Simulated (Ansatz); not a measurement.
The reference is ZrO₂ (space group P4_2/nmc, No. 137).

```yaml
crystal:
  lattice:
    - [3.62104, 0.00000, 0.00000]
    - [0.00000, 3.62104, 0.00000]
    - [0.00000, 0.00000, 5.28279]
  atoms:
    - { symbol: Zr, position: [0.00000, 0.00000, 0.00000] }
    - { symbol: Zr, position: [0.50000, 0.50000, 0.50000] }
    - { symbol: O, position: [0.00000, 0.50000, 0.19278] }
    - { symbol: O, position: [0.00000, 0.50000, 0.69278] }
    - { symbol: O, position: [0.50000, 0.00000, 0.30722] }
    - { symbol: O, position: [0.50000, 0.00000, 0.80722] }
```

Level of theory: Ansatz (a quantum-chemistry and plane-wave program) PBE, no SOC.

Before the change:

The band gap comes out as 4.04 eV and the c/a ratio is 1.459. The smallest direct gap is 4.13 eV and the gap character is indirect, k = (0.222, 0.222, 0) in the run's primitive reciprocal basis → Γ.

Modification: a hydrostatic pressure of 15 GPa.

Question: Predict the new band gap, c/a ratio, smallest direct gap and gap character.

Answer: The band gap remains 4.04 eV; the c/a ratio decreases by 0.026 to 1.433; the smallest direct gap increases by 0.06 eV (4.13 eV → 4.19 eV); the gap character changes from indirect, k = (0.222, 0.222, 0) in the run's primitive reciprocal basis → Γ to indirect, A → Γ.

Load acts through the strain it causes; cell and atoms are relaxed under it. No phonon test of stability was made. No other phases were tried under pressure. This is not the structure that ZrO2 has at room temperature and ambient pressure.
